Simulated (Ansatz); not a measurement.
Seebeck coefficient (μV/K, mean over directions) of p-type GaN (P6_3mc) against carrier density, r2SCAN with spin-orbit coupling, rigid bands (Ansatz, an electronic-structure program). Computed gap 2.35 eV; densities at which minority carriers matter at this gap, or further valleys turn the trend, are left out. Conductivity mass 1.52 mₑ (harmonic mean over directions), N_v = 9.2e19 cm⁻³ at 300 K.

```csv
hole density,300 K,500 K
1e16 cm⁻³,1017,1087
1e17 cm⁻³,818,889
1e18 cm⁻³,620,690
3e18 cm⁻³,525,[?]
1e19 cm⁻³,422,492
3e19 cm⁻³,330,398
1e20 cm⁻³,[?],297
3e20 cm⁻³,152,209
1e21 cm⁻³,[?],123
```

### Question
Fill in the missing entries.

### Answer

- 3e18 cm⁻³, 500 K: 596
- 1e20 cm⁻³, 300 K: 232
- 1e21 cm⁻³, 300 K: 80

Rigid bands with a gap fixed in temperature, one relaxation time for all states, no polarons or phonon drag, and whether or not such doping can be reached.
